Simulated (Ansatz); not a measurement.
The reference is Al in the fcc (Cu type) structure (space group Fm-3m, No. 225; a = 4.0143 Å). Axes: x, y, z lie along the cube axes.

Method: PBEsol (Ansatz, an electronic-structure program, PAW, spin-orbit coupling left out).

Strains are applied to the cell and any free atomic positions relax; under biaxial strain the out-of-plane vector relaxes too.

One change was made to it. Results:

| quantity | base | after |
|---|---|---|
| volume per atom | 16.17 Å³ | 16.53 Å³ |
| energy relative to the base (free energy F) | 0 meV/atom | +4.1 meV/atom |
| pressure (mean of the normal stresses, compression positive) | 0.0 GPa | -1.5 GPa |

### Question
Which of these changes matches the shifts?
A) biaxial strain +2.32 %, plane normal [001], relaxed out of plane
B) uniaxial strain ε_yy = −1.51 %
C) biaxial strain −1.18 %, plane normal [001], relaxed out of plane
D) biaxial strain +3.64 %, plane normal [001], relaxed out of plane

### Answer
A, biaxial strain +2.32 %, plane normal [001], relaxed out of plane. For comparison, the energy relative to the base in the other runs: biaxial strain −1.18 %, plane normal [001], relaxed out of plane gives +1.1 meV/atom; uniaxial strain ε_yy = −1.51 % gives +1.0 meV/atom; biaxial strain +3.64 %, plane normal [001], relaxed out of plane gives +12 meV/atom.

Without a gap, meshes like the base's 20×20×20 leave anisotropic stresses uncertain by several tenths of a GPa, and small strain energies with them. Stability against distortions was not tested.
